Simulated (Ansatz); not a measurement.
BeTe under a change: isotropic strain +2.50 %

The parent structure is BeTe in the zinc blende structure (space group F-43m, No. 216; a = 5.657 Å).

The change: an isotropic linear strain of +2.50 %, atoms relaxed at fixed cell.

Computed with DFT with r2SCAN, PAW potentials and a 500 eV plane-wave cutoff in Ansatz (a first-principles code), no spin-orbit coupling. Settings: 10×10×10 k-points, 0.05 eV Fermi–Dirac smearing.

The volume per atom goes up by 1.74 Å³ (22.63 Å³ → 24.37 Å³) and the space group is still F-43m (No. 216). The shortest interatomic distance grows by 6.12 pm, from 244.9 pm to 251.1 pm and the energy rises by 22 meV/atom. The pressure decreases by 3.80 GPa (0.01 GPa → -3.79 GPa) and the band gap goes up by 0.17 eV (2.37 eV → 2.54 eV). The gap character remains indirect, Γ → X and the smallest direct gap falls by 0.21 eV to 3.83 eV. The mean gap deformation potential ΔEg/Δln V amounts to +2.2 eV and the width of the top valence band decreases by 0.34 eV to 2.89 eV. The electron mass changes from 2.1 mₑ along k, 0.25 mₑ across (at X) to 2.8 mₑ along k, 0.26 mₑ across (at X) and the hole mass (degenerate bands, along [100]) goes from 0.21, 0.35, 0.35 mₑ (at Γ) to 0.20, 0.39, 0.39 mₑ (at Γ). The valley order (the lowest conduction-band minima on the path, energy above the VBM, named in the base's zone) goes from X along ⟨100⟩ 2.37 eV; L along ⟨111⟩ 3.51 eV to X along ⟨100⟩ 2.54 eV; L along ⟨111⟩ 3.31 eV; Γ 3.83 eV.

Final structure:

```xyz
2
Lattice="0.0000 2.8991 2.8991 2.8991 0.0000 2.8991 2.8991 2.8991 0.0000" Properties=species:S:1:pos:R:3 pbc="T T T"
Be     0.0000     0.0000     0.0000
Te     1.4496     1.4496     1.4496
```

Cost of the whole job for the changed cell (relaxation, final SCF and bands): very roughly 15 core-seconds.

Spin-orbit coupling, missing from the scalar runs, can matter with Te. Masses are band curvatures over ±0.01 Å⁻¹ around the edge. Along k means along the line from Γ to the band edge. No phonon test of stability was made.
